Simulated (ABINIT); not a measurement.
ABINIT run on AlP (F-43m, 2 atoms in the cell): self-consistent single point

Method of the run: PBE, PAW (JTH v2.0 PBE PAW) (plane waves; ABINIT).

The input file:

```
# AlP, JTH v2.0 PBE PAW
pp_dirpath "./"
pseudos "Al.GGA_PBE-JTH.xml, P.GGA_PBE-JTH.xml"
acell 7.3323396406 7.3323396406 7.3323396406
rprim
         0.0000000000    0.7071067812    0.7071067812
         0.7071067812    0.0000000000    0.7071067812
         0.7071067812    0.7071067812   -0.0000000000
natom 2
ntypat 2
znucl 13 15
typat 1 2
xred
         0.0000000000    0.0000000000    0.0000000000
         0.2500000000    0.2500000000    0.2500000000
ecut 21
pawecutdg 42
pawxcdev 0
ixc 11
occopt 3
tsmear 0.05 eV
nband 9
kptopt 1
ngkpt 7 7 7
nshiftk 1
shiftk 0 0 0
nstep 100
tolvrs 1.0e-10
prtwf 0
prtden 0
enunit 2
```

Log, with long lists cut:

```
 Symmetries : space group F-4 3 m (#216); Bravais cF (face-center cubic)

 -outvars: echo values of preprocessed input variables --------
            acell      7.3323396406E+00  7.3323396406E+00  7.3323396406E+00 Bohr
             ecut      2.10000000E+01 Hartree
           enunit           2
              ixc          11
         kptrlatt        7    0    0      0    7    0      0    0    7
          kptrlen      5.13263775E+01
            natom           2
            nband           9
            ngfft          32      32      32
          ngfftdg          45      45      45
             nkpt          20
            nstep         100
             nsym          24
           ntypat           2
           occopt           3
        pawecutdg      4.20000000E+01 Hartree
         pawxcdev           0
            rprim      0.0000000000E+00  7.0710678120E-01  7.0710678120E-01
                       7.0710678120E-01  0.0000000000E+00  7.0710678120E-01
                       7.0710678120E-01  7.0710678120E-01 -0.0000000000E+00
          spgroup         216
           tolvrs      1.00000000E-10
           tsmear      1.83746627E-03 Hartree
            typat      1  2
           useylm           1
             xred      0.0000000000E+00  0.0000000000E+00  0.0000000000E+00
                       2.5000000000E-01  2.5000000000E-01  2.5000000000E-01
            znucl       13.00000   15.00000

== DATASET  1 ==================================================================

 Exchange-correlation functional for the present dataset will be:
  GGA: Perdew-Burke-Ernzerhof functional - ixc=11
 Citation for XC functional:
  J.P.Perdew, K.Burke, M.Ernzerhof, PRL 77, 3865 (1996)

 Real(R)+Recip(G) space primitive vectors, cartesian coordinates (Bohr,Bohr^-1):
 R(1)=  0.0000000  5.1847471  5.1847471  G(1)= -0.0964367  0.0964367  0.0964367
 R(2)=  5.1847471  0.0000000  5.1847471  G(2)=  0.0964367 -0.0964367  0.0964367
 R(3)=  5.1847471  5.1847471  0.0000000  G(3)=  0.0964367  0.0964367 -0.0964367
 Unit cell volume ucvol=  2.7874862E+02 bohr^3
 Angles (23,13,12)=  6.00000000E+01  6.00000000E+01  6.00000000E+01 degrees

 Coarse grid specifications (used for wave-functions):

 getcut: wavevector=  0.0000  0.0000  0.0000  ngfft=  32  32  32
         ecut(hartree)=     21.000   => boxcut(ratio)=   2.11560

 Fine grid specifications (used for densities):

 getcut: wavevector=  0.0000  0.0000  0.0000  ngfft=  45  45  45
         ecut(hartree)=     42.000   => boxcut(ratio)=   2.05693

  -2.56633171E+01                                ecore*ucvol(ha*bohr**3)

_setup2: Arith. and geom. avg. npw (full set) are    1281.280    1281.250

--- !BeginCycle
solver: {iscf: 17, nstep: 100, nline: 4, wfoptalg: 10, }
tolerances: {tolvrs: 1.00E-10, }
...

     iter   Etot(hartree)      deltaE(h)  residm     nres2
 ETOT  1  -8.8145657058844    -8.815E+00 3.139E-02 4.360E+00
 ETOT  2  -8.8180530565085    -3.487E-03 6.214E-03 6.026E-01
 ETOT  3  -8.8174652184926     5.878E-04 1.835E-04 2.930E-02
 ETOT  4  -8.8175707913094    -1.056E-04 7.806E-05 3.126E-03
 ETOT  5  -8.8176070074869    -3.622E-05 8.809E-06 1.636E-04
 ETOT  6  -8.8176070158941    -8.407E-09 1.997E-06 1.262E-05
 ETOT  7  -8.8176072690949    -2.532E-07 7.850E-07 7.110E-07
 ETOT  8  -8.8176072756798    -6.585E-09 6.996E-07 2.710E-08
 ETOT  9  -8.8176072760627    -3.829E-10 4.267E-07 5.558E-09
 ETOT 10  -8.8176072761324    -6.966E-11 4.305E-07 6.217E-10
 ETOT 11  -8.8176072761379    -5.532E-12 2.771E-07 1.210E-11

 At SCF step   11       nres2   =  1.21E-11 < tolvrs=  1.00E-10 =>converged.

 Cartesian components of stress tensor (hartree/bohr^3)
  sigma(1 1)= -3.17941740E-05  sigma(3 2)=  0.00000000E+00
  sigma(2 2)= -3.17941740E-05  sigma(3 1)=  0.00000000E+00
  sigma(3 3)= -3.17941740E-05  sigma(2 1)=  0.00000000E+00

 ----iterations are completed or convergence reached----

 reduced coordinates (array xred) for    2 atoms
       0.000000000000      0.000000000000      0.000000000000
       0.250000000000      0.250000000000      0.250000000000
 cartesian forces (eV/Angstrom) at end:
    1     -0.00000000000000    -0.00000000000000     0.00000000000000
    2      0.00000000000000     0.00000000000000    -0.00000000000000
 frms,max,avg= 3.9950922E-29 6.2591065E-29   0.000E+00  0.000E+00  0.000E+00 e/A
 length scales=  7.332339640600  7.332339640600  7.332339640600 bohr
              =  3.880107023447  3.880107023447  3.880107023447 angstroms
 Fermi (or HOMO) energy (hartree) =   0.22283   Average Vxc (hartree)=  -0.33238
 Eigenvalues (hartree) for nkpt=  20  k points:
 kpt#   1, nband=  9, wtk=  0.00292, kpt=  0.0000  0.0000  0.0000 (reduced coord)
  -0.22833    0.19150    0.19150    0.19150    0.30800    0.35823    0.35823    0.35823
   0.51481
      occupation numbers for kpt#   1
   2.00000    2.00000    2.00000    2.00000    0.00000    0.00000    0.00000    0.00000
   0.00000
 prteigrs : prtvol=0 or 1, do not print more k-points.

 Fermi (or HOMO) energy (eV) =   6.06353   Average Vxc (eV)=  -9.04452
 Eigenvalues (   eV  ) for nkpt=  20  k points:
 kpt#   1, nband=  9, wtk=  0.00292, kpt=  0.0000  0.0000  0.0000 (reduced coord)
  -6.21316    5.21091    5.21091    5.21091    8.38108    9.74785    9.74785    9.74785
  14.00863
 prteigrs : prtvol=0 or 1, do not print more k-points.

--- !EnergyTerms
comment             : Components of total free energy in Hartree
kinetic             :  3.35998056197220E+00
hartree             :  9.31857343740480E-01
xc                  : -3.32852393880538E+00
Ewald energy        : -8.67657509504461E+00
psp_core            : -9.20661679857944E-02
local_psp           : -3.52581488895439E+00
spherical_terms     :  2.51353555804527E+00
internal            : -8.81760662703222E+00
'-kT*entropy'       : -5.65082025195519E-11
total_energy        : -8.81760662708873E+00
total_energy_eV     : -2.39939278656191E+02
...

-Cartesian components of stress tensor (GPa)         [Pressure=  9.3542E-01 GPa]
- sigma(1 1)= -9.35416736E-01  sigma(3 2)=  0.00000000E+00
- sigma(2 2)= -9.35416736E-01  sigma(3 1)=  0.00000000E+00
- sigma(3 3)= -9.35416736E-01  sigma(2 1)=  0.00000000E+00

 Calculation completed.
```

The run converged in 11 iterations.

The starting cell has typed, rounded lattice constants, without a prior relaxation at this level. Its lattice was rescaled by up to half a per cent.
